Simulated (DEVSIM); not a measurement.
**abrupt GaAs n-p junction**

System: abrupt GaAs n-p junction, at 350 K.

```csv
layer (left to right),material,thickness (μm),Nd (cm⁻³),Na (cm⁻³),τn (s),τp (s)
1,GaAs,23.0,3.9e15,-,2.2e-9,2.2e-9
2,GaAs,60.0,-,2.2e16,2.2e-9,2.2e-9
```

Left contact: ohmic. Right contact: ohmic. Voltage is applied to the left contact. Recombination: SRH at mid-gap, radiative, Auger. Mobility is constant in doping.

The device is made up for the run: typed textbook-type constants, with dimensions and the other settings drawn at random. Values at 300 K; Nc and Nv go as T^1.5, mobilities as T to minus their exponent, the gap by Varshni's rule with the affinity fixed.

| parameter | GaAs |
|---|---|
| gap (eV) | 1.424 |
| affinity (eV) | 4.07 |
| permittivity | 12.9 |
| Nc (cm⁻³) | 4.7e17 |
| Nv (cm⁻³) | 9e18 |
| μn (cm²/Vs) | 8500 |
| μp (cm²/Vs) | 400 |
| T exponent of μn | 2.1 |
| T exponent of μp | 2.2 |
| B (cm³/s) | 2e-10 |
| Cn (cm⁶/s) | 1e-30 |
| Cp (cm⁶/s) | 1e-30 |
| Varshni α (eV/K) | 0.000541 |
| Varshni β (K) | 204 |

Model (solved in DEVSIM): 1D drift-diffusion, Boltzmann statistics, complete ionisation; no tunnelling, impact ionisation, image-force lowering or self-heating.

The potential step across the device at zero bias is 1.061 V and the largest field in the device at zero bias is 31000 V/cm. The dark forward voltage at 1 A/cm² is 0.881 V and the dark forward voltage at 100 A/cm² is 1.584 V.

Dark forward current:

(V (V), J (A/cm²)): (-0.05, -4.9e-8); (-0.15, -4.0e-7); (-0.25, -2.4e-6); (-0.35, -1.4e-5); (-0.45, -7.9e-5); (-0.55, -0.00048); (-0.65, -0.0034); (-0.75, -0.032); (-0.85, -0.46); (-0.95, -4.4); (-1.00, -8.9); (-1.10, -21); (-1.20, -35); (-1.30, -51); (-1.40, -67); (-1.50, -85); (-1.60, -100); (-1.70, -120); (-1.80, -140); (-1.90, -160)

Small-signal capacitance in reverse bias (quasi-static):

```tsv
V (V)	C (nF/cm²)
0.1	16.6
0.25	15.6
0.5	14.2
0.75	13.2
1	12.3
1.5	11.0
2	10.1
2.5	9.31
3.25	8.45
4	7.79
5	7.11
```
